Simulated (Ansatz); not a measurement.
Abridged Ansatz (a quantum-chemistry and plane-wave program) output:

```
Pseudopotential: Sn, paw, valence charge 14
Pseudopotential: Zr, paw, valence charge 12
Pseudopotential: O, paw, valence charge 6
Crystal: 5 atoms, lattice volume = 70.379 Å³
Basis set: ecut = 420 eV, 1357 PW (Γ), exchange–correlation on 60×60×60 points (8 copies of the dense FFT grid, shifted against one another)
Bands: 27, of which v1, the nominal top of the filled ones, is band 22 counted from 1 (21 counted from 0)
Symmetry: 48 space group operations
k-points: 35 of 512
Functional: x = pbesol(κ = 0.804, μ = 0.12345679012345678), c = pbesol(β = 0.046)
SCF iter   1: F=—  HF=-11765.136824 eV  |F-HF|=—  |Δ(HF+E_count)|=         —  Δρ=1.67e-2  dr2=1.69e-1  ethr=1.77e-3  ⟨swp⟩=6.1  Hψ=4314  notcnv=0
SCF iter   2: F=—  HF=-11765.099868 eV  |F-HF|=—  |Δ(HF+E_count)|=   3.70e-2  Δρ=4.18e-3  dr2=1.30e-2  ethr=3.85e-4  ⟨swp⟩=2.5  Hψ=1598  notcnv=0  defer=30
SCF 1 converged in 7 iterations: F = -11765.097262 eV  dr2 = 4.99e-10
SCF converged after 7 iterations
Free energy (F): -11765.097262 eV
Internal energy: -11765.097262 eV  (E = F + TS)
E sigma→0 (E₀):  -11765.097262 eV
Fermi energy:    10.385044 eV
--- Forces (eV/Å), atoms counted from 1 ---
  atom   1  Sn    -0.00000000     0.00000000    -0.00000000
  atom   2  Zr     0.00000000    -0.00000000     0.00000000
  atom   3  O      0.00000000    -0.00000000    -0.00000000
  atom   4  O      0.00000000    -0.00000000    -0.00000000
  atom   5  O     -0.00000000    -0.00000000    -0.00000000
--- Stress (GPa, compression-positive) ---
        0.006340      -0.000000      -0.000000
       -0.000000       0.006340       0.000000
       -0.000000      -0.000000       0.006340
  P = ⅓ Tr σ = 0.0063 GPa (0.063 kbar)
```

### Question
What was computed, and what are the main results?

### Answer
ZrSnO3, 5 atoms in the cell, with PBEsol (Ansatz), spin-orbit coupling left out. The last SCF converged to F = -11765.097262 eV, or -2353.0195 eV per atom, at a pressure of 0.01 GPa. The total energy compares only with runs of the same code, potentials and settings.

Whether these cells are dynamically stable was not tested. The cell is ZrSnO3 in the cubic perovskite structure (space group Pm-3m, No. 221; a hypothetical phase, not in the database extracts checked). Many cubic perovskites are stable only at high temperature; tilts and polar distortions were not tested.
